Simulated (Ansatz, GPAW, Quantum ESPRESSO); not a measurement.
**One structure in several programs: NiGePd (P4/nmm, 6 atoms in the cell)**

Self-consistent single point.

```
NiGePd
1.0
    3.61740     0.00000     0.00000
    0.00000     3.61740     0.00000
    0.00000     0.00000     6.22999
Ni Ge Pd
2 2 2
Direct
  0.50000   0.50000   0.00000
  0.00000   0.00000   0.00000
  0.50000   0.00000   0.24401
  0.00000   0.50000   0.75599
  0.50000   0.00000   0.63975
  0.00000   0.50000   0.36025
```

All programs got the same cell, k-point mesh and kind of occupations (in Ansatz's words: kpoints.mp_grid.grid = 7 7 5; scf.occupations.method = gaussian; scf.occupations.width = 0.136 eV); potentials, basis and cutoffs are each program's usual ones.

| code | model | pressure (GPa) | largest force (eV/Å) | cutoff |
|---|---|---|---|---|
| GPAW | PBEsol, GPAW PAW datasets PBEsol (made by gpaw-setup) | -2.90 | 0.208 | 850 eV |
| Ansatz | PBEsol, PAW files made with PBE | -3.99 | 0.121 | 420 eV |
| Quantum ESPRESSO | PBEsol, PSlibrary ultrasoft (PBE) pseudopotentials | -2.08 | 0.197 | 50 Ry |

Size of the force on each atom (eV/Å): Sizes of forces hide their directions.

| code | Ni1 | Ni2 | Ge3 | Ge4 | Pd5 | Pd6 |
|---|---|---|---|---|---|---|
| GPAW | 0.000 | 0.000 | 0.208 | 0.208 | 0.011 | 0.011 |
| Ansatz | 0.000 | 0.000 | 0.121 | 0.121 | 0.019 | 0.019 |
| Quantum ESPRESSO | 0.000 | 0.000 | 0.197 | 0.197 | 0.068 | 0.068 |

The spread over the programs that give each value: pressure within 1.91 GPa; largest force within 0.087 eV/Å.

The starting cell comes from a database of computed structures (which also holds hypothetical and non-ambient phases and stackings), without a prior relaxation at this level. Its lattice was rescaled by a random factor within 2.5 % of one. On Ansatz's run: Spin polarisation is off. In the base run, with a pressure of about -4 GPa the cell is away from its equilibrium volume at this level.

Problem. Why do the programs differ, and what cannot be compared?

Solution. Differences of this kind can come from the potentials, where these differ, and from what each basis and cutoff leave unconverged. The valence holds different numbers of electrons (GPAW 72, Ansatz (a first-principles code) 100, Quantum ESPRESSO 48). The zero of total energies and Fermi levels follows the potentials and each program's conventions, so they are not compared here. Ansatz's pressure is given at a fixed set of plane waves, as the other plane-wave codes print theirs; with its correction for the finite basis it is -3.92 GPa. In the pressure, Ansatz (by 1.09) lies more than 1 GPa from the median of the plane-wave programs.

Left out of this page: ABINIT (stopped by limits of time or memory).

Keys are those of Ansatz 0.2.
